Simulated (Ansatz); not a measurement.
Take TaN in the rock salt structure (space group Fm-3m, No. 225; a = 4.417 Å) as the base.

(Cell as relaxed with PBE.)

Levels (all Ansatz, an electronic-structure program, PAW): PBE (420 eV, no spin-orbit coupling); r2SCAN (500 eV, scalar-relativistic without spin-orbit coupling).

Each level relaxes its own structure.

```json
[
 {"base": "volume per atom", "PBE": "10.77 Å³", "r2SCAN": "10.62 Å³"},
 {"base": "lattice parameter a", "PBE": "8.347 bohr", "r2SCAN": "8.308 bohr"},
 {"base": "band gap", "PBE": "zero", "r2SCAN": "zero"}
]
```

The change: a hydrostatic pressure of 0.7 GPa.

| quantity | PBE | r2SCAN |
|---|---|---|
| shortest interatomic distance | 4.171 bohr | 4.151 bohr |
| band gap | zero | zero |

PBE's shortest interatomic distance lies 0.0194 bohr above r2SCAN's (0.5 %); the two agree on the band gap. Neither level is exact; r2SCAN is the comparison here, not a measurement.

Load acts through the strain it causes; cell and atoms are relaxed under it. Stability against distortions was not tested. All final runs are without spin polarisation. This is not the structure that TaN has at room temperature and ambient pressure.
